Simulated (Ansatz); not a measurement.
Results of PBEsol in Ansatz (PAW) for C (model structure, started from the Si type, R-3, No. 148, 8 atoms in the cell).

Numerical settings: plane-wave cutoff 520 eV, 10×10×10 k mesh, Fermi–Dirac smearing 0.01 eV, scalar-relativistic PAW data made under PBE.

Cell (relaxed with PBEsol):

```
CELL_PARAMETERS angstrom
      3.15919     1.82396     1.28206
     -3.15919     1.82396     1.28206
      0.00000    -3.64791     1.28206
ATOMIC_POSITIONS crystal
  C  0.00007 0.69131 0.50026
  C  0.99993 0.30869 0.49974
  C  0.50026 0.00007 0.69131
  C  0.49974 0.99993 0.30869
  C  0.69131 0.50026 0.00007
  C  0.30869 0.49974 0.99993
  C  0.70012 0.70012 0.70012
  C  0.29988 0.29988 0.29988
```

Task: What does this level give for the band gap, smallest direct gap on the k points sampled and direct gap at Γ?

Result: 
band gap: 3.33 eV (indirect)
smallest direct gap on the k points sampled: 4.71 eV
direct gap at Γ: 8.30 eV

Note: the relaxation could raise the start's symmetry but not lower it, so the cell can be a saddle point.

The computed numbers hold no vibrational or temperature effects.

A model structure was made by putting elements into a prototype or built by hand; it is no filed structure, need not be a known phase, and can be a saddle point held by its symmetry.

Ansatz is a quantum-chemistry and plane-wave program.
